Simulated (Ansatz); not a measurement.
## Cubic perovskite KMgF3

Level of theory: LDA (Ansatz, a program for electronic structure, PAW).

Numerical settings: plane-wave cutoff 520 eV, 8×8×8 k mesh, Fermi–Dirac smearing 0.01 eV, scalar-relativistic PAW data made under PBE.

Cell (measured lattice):

KMgF3 is taken in the cubic space group Pm-3m (No. 221), the cubic perovskite structure, Pearson symbol cP5. Lattice parameters: a = b = c = 3.990 Å, α = β = γ = 90.00°. K on 1a has 12 F at 2.821 Å (cuboctahedral). Mg on 1b is surrounded by 6 F at 1.995 Å (octahedral). F on 3c has 2 Mg at 1.995 Å and 4 K at 2.821 Å (octahedral). (Neighbours: up to the widest gap in distance over summed covalent radii, below 1.35, at either atom; cation-cation and far metal-metal contacts left out.)

* **band gap**: 6.96 eV (indirect)
* **smallest direct gap on the k points sampled**: 7.29 eV

Note: cell and atoms aren't relaxed at this level (pressure -4.6 GPa).

It cost around 5 core-seconds (rough) of CPU time.
